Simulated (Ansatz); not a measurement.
## BP (model structure, started from the GeS type, Pnma, No. 62, 8 atoms in the cell): volume per atom by level of theory

No measured value is used here.

```
level (code)         value (Å³/atom)
-------------------  ---------------
PBE (Ansatz)                   13.72
PBEsol (Ansatz)                13.48
PBE-D3(BJ) (Ansatz)              ___
```

Question: Some entries are withheld; supply them.

Answer: 
- PBE-D3(BJ) (Ansatz, a program for electronic structure), value (Å³/atom): 13.37

Ansatz's density-functional and Hartree–Fock values are scalar-relativistic unless marked +SOC, with PAW data made under PBE.

A model structure was made by putting elements into a prototype or built by hand; it is no filed structure, need not be a known phase, and can be a saddle point held by its symmetry.
